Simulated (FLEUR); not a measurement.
# Equation of state of AlB2-type ZrB2 (space group 191): energy against volume (FLEUR, PBE)

```
ZrB2
1.0
    3.11363     0.00000     0.00000
   -1.55682     2.69649     0.00000
    0.00000     0.00000     3.46723
Zr B
1 2
Direct
  0.00000   0.00000   0.00000
  0.66667   0.33333   0.50000
  0.33333   0.66667   0.50000
```

Level of theory: FLEUR with PBE, all-electron FLAPW (FLEUR), scalar-relativistic valence. Settings: Kmax = 4.33 1/bohr; GmaxXC = 15.2 1/bohr; xcFunctional = pbe; jspins = 1; l_soc = F; mode = hist; fermiSmearingEnergy = 0.00183747 Htr; mesh (inpgen div1-3) = 21 21 17; inpgen gamma flag = false; Gmax = 15.2 1/bohr; numbands = 0; maxIterBroyd = 25; imix = Anderson; alpha = 0.05; precondParam = 0; minDistance = 1e-05 me/bohr^3. The cell above is the first row's. The rows scale it uniformly. In all rows fractional positions and the k mesh are held. E is the free energy at the stated smearing, counted from the lowest row.

| V (Å^3/atom) | E (meV/atom) |
|---|---|
| 9.703 | ? |
| 9.914 | 10.84 |
| 10.125 | 1.92 |
| 10.336 | 0.00 |
| 10.547 | 4.39 |
| 10.758 | 14.49 |
| 10.969 | 29.77 |
| 11.180 | 49.72 |
| 11.391 | 73.90 |

The 8 complete rows are fitted with the third-order Birch-Murnaghan form, a cubic in V^(-2/3), E against V. With u = V^(-2/3) - 0.207, the rows have u = 0.009688, 0.006667, 0.003749, 0.000929, -0.001799, -0.004439, -0.006996, -0.009473. Least squares gives E = 7.182 - 3367.32·u + 387280·u² - 76698·u³. Residuals (row less fit): 0.001, -0.004, 0.003, 0.002, -0.004, 0.003, -0.001, 0.001; standard error 0.003 (degrees of freedom: 4). Its minimum lies at u = 0.004353, so V0 = (0.211353)^(-3/2) = 10.29. There d²E/du² = 772600 and d³E/du³ = -460200, so B0 = (4/9) × 10.29^(-7/3) × 772600 × 0.160218 = 239 GPa (the last factor turns the table's units into GPa), and B0' = 4 + (2/3) × 0.211353 × (-460200)/772600 = 3.9.

What does the fit predict for E at V = 9.703, and how far is the calculated value from it?

u = 0.012818, so E = 7.182 - 3367.32 × 0.012818 + 387280 × 0.012818² - 76698 × 0.012818³ = 27.489 meV/atom. The calculation gives 27.49 meV/atom, which the fit meets to the printed digits. The row lies outside the fitted rows, so this is an extrapolation. From the scatter of the fitted rows alone, a prediction at this place has a standard error of 0.010 meV/atom, so the miss is 0.1 times that.

Carrying the step between the two nearest rows on in a straight line would have given 19.76, off by 7.73; series whose last step already gives the withheld value aren't shown. The scan was laid around a cell of about the measured size, scaled by a guess for this functional; axis ratios and inner coordinates come from that cell. The runs keep the symmetry of the cell, so they don't test it for distortions. Values depend on the basis (sphere radii, cutoffs, local orbitals), which need not be converged. The shape of the cell and the inner coordinates aren't relaxed, so V0 and B0 belong to this uniform scaling; a relaxed crystal lies no higher in energy and is usually softer. Cutoffs and mesh are single choices, not tested for convergence of this quantity. Series with a scatter that would blur these digits, or in which a gap closes, are not shown. Nor are scans whose minimum lies at an end fitted in this form.
